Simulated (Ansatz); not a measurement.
## Response to strain in Ir

Start from Ir in the fcc (Cu type) structure (space group Fm-3m, No. 225; a = 3.845 Å; relaxed with 0.1 eV smearing). Axes: x, y, z lie along the cube axes.

Strains are applied to the cell and any free atomic positions relax; under biaxial strain the out-of-plane vector relaxes too.

Calculations: plane-wave PAW DFT at the r2SCAN level (Ansatz, a quantum-chemistry and plane-wave program, 500 eV), scalar-relativistic without spin-orbit coupling.

| biaxial strain, plane normal [001], relaxed out of plane (%) | out-of-plane strain (%) |
|---|---|
| -3 | 2.46 |
| -2.5 | ? |
| -2 | 1.61 |
| -1.5 | 1.20 |
| -1 | 0.80 |
| -0.5 | 0.40 |
| 0 | 0.00 |

Fit ε⊥ = −νε + γε² (strains in %) to the rows shown and predict the withheld row.

Least squares on the printed values gives ν = 0.78 (the biaxial Poisson response) and γ = 0.012 (largest residual 0.01 %); this predicts 2.03 %, and the run gives 2.03 %, in agreement.

Stability against distortions was not tested. All final runs are without spin polarisation.
